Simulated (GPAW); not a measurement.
## GPAW run on MgSb2 (Cmcm, 6 atoms in the cell): self-consistent single point

Method of the run: PBEsol, GPAW PAW datasets PBEsol (made by gpaw-setup) (plane waves; GPAW).

The input file:

```python
from ase import Atoms
from ase.units import GPa
from gpaw import GPAW

atoms = Atoms(['Mg', 'Mg', 'Sb', 'Sb', 'Sb', 'Sb'],
              cell=[[4.581119, -2.868131, 0.000000],
                    [4.581119, 2.868131, 0.000000],
                    [0.000000, 0.000000, 5.467898]],
              positions=[[4.581119, 1.056161, 4.100924],
                         [4.581119, -1.056161, 1.366974],
                         [3.061745, -1.723116, 4.100924],
                         [6.100493, 1.723116, 1.366974],
                         [3.061745, 1.723116, 1.366974],
                         [6.100493, -1.723116, 4.100924]],
              pbc=True)

calc = GPAW(mode={'name': 'pw', 'ecut': 800},
            xc='PBEsol',
            kpts={'size': (5, 5, 4), 'gamma': True},
            occupations={'name': 'marzari-vanderbilt', 'width': 0.1},
            nbands=-14,
            convergence={'forces': 0.001},
            symmetry={'symmorphic': False, 'tolerance': 0.0005},
            maxiter=100)

atoms.calc = calc

energy = atoms.get_potential_energy()
print('Energy (eV):', round(energy, 6))
forces = atoms.get_forces()
print('Forces (eV/Ang):')
print(forces.round(5))
stress = atoms.get_stress()
print('Stress (GPa, Voigt):', (stress / GPa).round(4))
```

Log, with long lists cut:

```
Input parameters:
  convergence: {forces: 0.001}
  kpts: {gamma: True,
         size: (5, 5, 4)}
  maxiter: 100
  mode: {ecut: 800,
         name: pw}
  nbands: -14
  occupations: {name: marzari-vanderbilt,
                width: 0.1}
  symmetry: {symmorphic: False,
             tolerance: 0.0005}
  xc: PBEsol

species:
  Mg:
    name: Magnesium
    Z: 12.0
    valence: 10
    core: 2
    charge: 0.0
    file: Mg.PBEsol.gz

    # Using partial waves for Mg as LCAO basis

  Sb:
    name: Antimony
    Z: 51.0
    valence: 15
    core: 36
    charge: 0.0
    file: Sb.PBEsol.gz

    # Using partial waves for Sb as LCAO basis

Reference energy: -715694.504511  # eV

Spin-paired calculation

Convergence criteria:
 Maximum [total energy] change in last 3 cyles: 0.0005 eV / valence electron
 Maximum integral of absolute [dens]ity change: 0.0001 electrons / valence electron
 Maximum integral of absolute [eigenst]ate change: 4e-08 eV^2 / valence electron
 Maximum change in the atomic [forces] across last 2 cycles: 0.001 eV/Ang OR
Maximum error relative to the maximum force is below inf
 Maximum number of scf [iter]ations: 100

Symmetries present (total): 8
Symmetries with fractional translations: 4
100 k-points: 5 x 5 x 4 Monkhorst-Pack grid + [0.000000,0.000000,1/8]
27 k-points in the irreducible part of the Brillouin zone
       k-points in crystal coordinates                weights
   0:     0.00000000    0.00000000    0.00000000          1/100
   1:     0.00000000    0.00000000    0.25000000          2/100
   2:     0.00000000    0.00000000    0.50000000          1/100
   [... 7 lines left out ...]
          ...
  26:     0.40000000    0.40000000    0.50000000          2/100

Wave functions: Plane wave expansion
  Cutoff energy: 800.000 eV
  Number of coefficients (min, max): 7350, 7409
  Pulay-stress correction: 0.000000 eV/Ang^3 (de/decut=0.000000)

Occupation numbers: Marzari-Vanderbilt:
  width: 0.1000  # eV

Eigensolver

Densities:
  Coarse grid: 36*36*36 grid
  Fine grid: 72*72*72 grid
  Total Charge: 0.000000

Density mixing:
  Method: separate
  Backend: pulay
  Linear mixing parameter: 0.05
  old densities: 5
  Damping of long wavelength oscillations: 50

Hamiltonian:
  XC and Coulomb potentials evaluated on a 72*72*72 grid
  External potential:
    NoExternalPotential

XC parameters: PBEsol with 2 nearest neighbor stencil

Number of atoms: 6
Number of atomic orbitals: 52
Number of bands in calculation: 54
Number of valence electrons: 80
Bands to converge: occupied

Density initialized from atomic densities
  52 bands from LCAO basis set
  2 bands from random numbers

Atomic positions and initial magnetic moments

Positions:
   0 Mg     4.581119    1.056161    4.100924    ( 0.0000,  0.0000,  0.0000)
   1 Mg     4.581119   -1.056161    1.366974    ( 0.0000,  0.0000,  0.0000)
   2 Sb     3.061745   -1.723116    4.100924    ( 0.0000,  0.0000,  0.0000)
   3 Sb     6.100493    1.723116    1.366974    ( 0.0000,  0.0000,  0.0000)
   4 Sb     3.061745    1.723116    1.366974    ( 0.0000,  0.0000,  0.0000)
   5 Sb     6.100493   -1.723116    4.100924    ( 0.0000,  0.0000,  0.0000)

Unit cell:
           periodic     x           y           z      points  spacing
  1. axis:    yes    4.581119   -2.868131    0.000000    36     0.1351
  2. axis:    yes    4.581119    2.868131    0.000000    36     0.1351
  3. axis:    yes    0.000000    0.000000    5.467898    36     0.1519

  Lengths:   5.404889   5.404889   5.467898
  Angles:   90.000000  90.000000  64.099431

Effective grid spacing dv^(1/3) = 0.1455

     iter     time        total  log10-change:
                         energy   eigst   dens  force
iter:   1 --:--:--   -22.925804
iter:   2 --:--:--   -23.188174   -0.22  -1.76
iter:   3 --:--:--   -23.197977   -1.22  -1.76
iter:   4 --:--:--   -23.145390   -1.88  -1.81
iter:   5 --:--:--   -23.147600   -2.84  -2.29
iter:   6 --:--:--   -23.139912c  -3.30  -2.27
iter:   7 --:--:--   -23.138108c  -3.91  -2.59
iter:   8 --:--:--   -23.134972c  -4.52  -2.83
iter:   9 --:--:--   -23.134747c  -5.45  -3.10
iter:  10 --:--:--   -23.134681c  -5.87  -3.51
iter:  11 --:--:--   -23.134668c  -5.69  -3.70
iter:  12 --:--:--   -23.134666c  -6.34  -4.01c
iter:  13 --:--:--   -23.134664c  -7.57c -4.03c
iter:  14 --:--:--   -23.134669c  -6.91  -4.03c
iter:  15 --:--:--   -23.134664c  -6.17  -3.97
iter:  16 --:--:--   -23.134666c  -7.16  -4.13c
iter:  17 --:--:--   -23.134660c  -6.48  -4.17c
iter:  18 --:--:--   -23.134660c  -7.57c -4.61c -1.57
iter:  19 --:--:--   -23.134660c  -8.60c -4.86c -2.87
iter:  20 --:--:--   -23.134660c  -8.53c -4.89c -2.64
iter:  21 --:--:--   -23.134660c  -9.16c -5.12c -2.90
iter:  22 --:--:--   -23.134660c  -8.75c -5.19c -2.82
iter:  23 --:--:--   -23.134660c  -9.35c -5.55c -3.32c

Converged after 23 iterations.

Dipole moment: (0.000000, -0.000000, 0.000000) |e|*Ang

Energy contributions relative to reference atoms: (reference = -715694.504511)

Kinetic:         +1.747960
Potential:       +1.160419
External:        +0.000000
XC:             -26.623834
Entropy (-ST):   -0.002294
Local:           +0.583089
SIC:             +0.000000
--------------------------
Free energy:    -23.134660
Extrapolated:   -23.134660

Showing only first 2 kpts
 Kpt  Band  Eigenvalues  Occupancy
  0    38      6.01688    2.00000
  0    39      6.37313    2.00000
  0    40      7.86678    0.00000
  0    41      7.96097    0.00000

  1    38      5.01420    2.00000
  1    39      6.45173    2.00000
  1    40      6.50975    2.00000
  1    41      6.99027    2.00000

Fermi level: 7.47379

No gap
No difference between direct/indirect transitions
Energy (eV): -23.13466

Forces in eV/Ang:
  0 Mg    0.00000    0.08879   -0.00000
  1 Mg    0.00000   -0.08879    0.00000
  2 Sb    0.09558    0.03460   -0.00000
  3 Sb   -0.09558   -0.03460    0.00000
  4 Sb    0.09558   -0.03460    0.00000
  5 Sb   -0.09558    0.03460    0.00000

Stress tensor:
    -0.019797     0.000000     0.000000
     0.000000    -0.006102     0.000000
     0.000000     0.000000    -0.006160
Stress (GPa, Voigt): [-3.1718 -0.9777 -0.987   0.      0.      0.    ]
```

The run converged in 23 iterations. GPAW prints stress with tension positive.

The starting cell comes from a database of computed structures (which also holds hypothetical and non-ambient phases and stackings), without a prior relaxation at this level. Its lattice was rescaled by a random factor within 2.5 % of one. Spin-orbit coupling is off. The run gives no clean gap (levels at the Fermi energy touch, overlap or are partly filled at this smearing), which alone does not show that the compound is a metal.

Cost on one core of a shared machine: roughly 3 min.
